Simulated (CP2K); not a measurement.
Worked example: self-consistent single point of Pb2Au (P1, 6 atoms in the cell) in CP2K.

Method of the run: PBEsol, GPW, DZVP-MOLOPT-SR-GTH basis, GTH-PBE potentials (GTH_POTENTIALS) in CP2K 2026.2.

The change in words: atoms moved at random. Reference geometry:
```
CELL_PARAMETERS angstrom
      5.85716     0.00000     0.00000
     -3.18081     4.91821     0.00000
     -1.33183    -2.46255     5.14474
ATOMIC_POSITIONS crystal
  Pb 0.15966 0.15956 0.31922
  Pb 0.84034 0.84044 0.68078
  Pb 0.34034 0.65956 0.99990
  Pb 0.65966 0.34044 0.00010
  Au 0.75000 0.25000 0.50000
  Au 0.25000 0.75000 0.50000
```

Reference input (self-consistent single point, DFT PBEsol, GPW, DZVP-MOLOPT-SR-GTH basis, GTH-PBE potentials (GTH_POTENTIALS)): CUTOFF = 500 Ry; REL_CUTOFF = 60 Ry; SMEAR/METHOD = GAUSSIAN; SIGMA = 0.136 eV; KPOINTS/SCHEME = MONKHORST-PACK 4 4 4; GAMMA_CENTERED = T; XC_FUNCTIONAL = PBE:PBESOL; Pb/BASIS_SET = DZVP-MOLOPT-SR-GTH; Pb/POTENTIAL = GTH-PBE-q4; Au/BASIS_SET = DZVP-MOLOPT-SR-GTH; Au/POTENTIAL = GTH-PBE-q11; METHOD = GPW. This run's input differs from it in these lines:

```diff
@@ -73,8 +73,8 @@
       SCALED
-      Pb       0.15966000     0.15956000     0.31922000
-      Pb       0.84034000     0.84044000     0.68078000
-      Pb       0.34034000     0.65956000     0.99990000
-      Pb       0.65966000     0.34044000     0.00010000
-      Au       0.75000000     0.25000000     0.50000000
-      Au       0.25000000     0.75000000     0.50000000
+      Pb       0.15937200     0.15715500     0.32405600
+      Pb       0.83911100     0.83825100     0.67360100
+      Pb       0.34639700     0.66098400     1.01178300
+      Pb       0.66645800     0.34766000     0.00107100
+      Au       0.73058000     0.23572000     0.48971600
+      Au       0.25808100     0.76023000     0.49977400
     &END COORD
```

Log, with long lists cut:

```
 SCF WAVEFUNCTION OPTIMIZATION

  Step     Update method      Time    Convergence         Total energy    Change
     1 NoMix/Diag. 0.20E+00      -     0.38859425       -80.9350372115 -8.09E+01
     2 Broy./Diag. 0.20E+00      -     0.12751397       -83.5844145450 -2.65E+00
     3 Broy./Diag. 0.20E+00      -     0.09435986       -81.8952390823  1.69E+00
     4 Broy./Diag. 0.20E+00      -     0.05683006       -80.7943314106  1.10E+00
     5 Broy./Diag. 0.20E+00      -     0.01251141       -80.5447132434  2.50E-01
     6 Broy./Diag. 0.20E+00      -     0.00664241       -80.6835923067 -1.39E-01
   [... 7 lines left out ...]
    14 Broy./Diag. 0.20E+00      -     0.00000074       -80.6804416702  3.30E-06
    15 Broy./Diag. 0.20E+00      -     0.00000020       -80.6804416058  6.44E-08
    16 Broy./Diag. 0.20E+00      -     0.00000014       -80.6804416875 -8.18E-08
    17 Broy./Diag. 0.20E+00      -     0.00000006       -80.6804418490 -1.61E-07
  *** SCF run converged in    17 steps ***

  Overlap energy of the core charge distribution:               0.00000003218440
  Self energy of the core charge distribution:               -144.94403224074969
  Core Hamiltonian energy:                                     42.66605720455863
  Hartree energy:                                              36.08868160004040
  Exchange-correlation energy:                                -14.49020105093887
  Smearing free energy correction:                             -0.00094739408762
  Fermi energy:                                                 0.23201825757787

  Total energy:                                               -80.68044184895966
  Total energy (extrapolated to sigma->0):                    -80.67996815191584

   [... lines left out ...]

 STRESS| Analytical stress tensor [bar]
 STRESS|                        x                   y                   z
 STRESS|      x        6.45631959326E+04   7.81450037421E+03  -1.18791927688E+03
 STRESS|      y        7.81450037421E+03   7.28043326352E+04   1.52455661649E+02
 STRESS|      z       -1.18791927688E+03   1.52455661649E+02   5.47221521495E+04
 STRESS| 1/3 Trace                                             6.40298935724E+04
```

The run converged in 17 iterations. Against the reference run the free energy goes up by 19.0 meV/atom, the pressure goes from 5.84 to 6.40 GPa and the largest force goes from 0.220 to 1.232 eV/Å.

The starting cell comes from a database of computed structures (which also holds hypothetical and non-ambient phases and stackings), without a prior relaxation at this level. Its lattice was rescaled by a random factor within 2.5 % of one. For this run, on top of that: atoms moved at random. Values carry the incompleteness of an atom-centred basis. The potentials were made for another functional than the one used. With a pressure of about 6 GPa the cell is away from its equilibrium volume at this level. Forces in this geometry exceed 1 eV/Å.

Cost on one core of a shared machine: roughly 2 min.
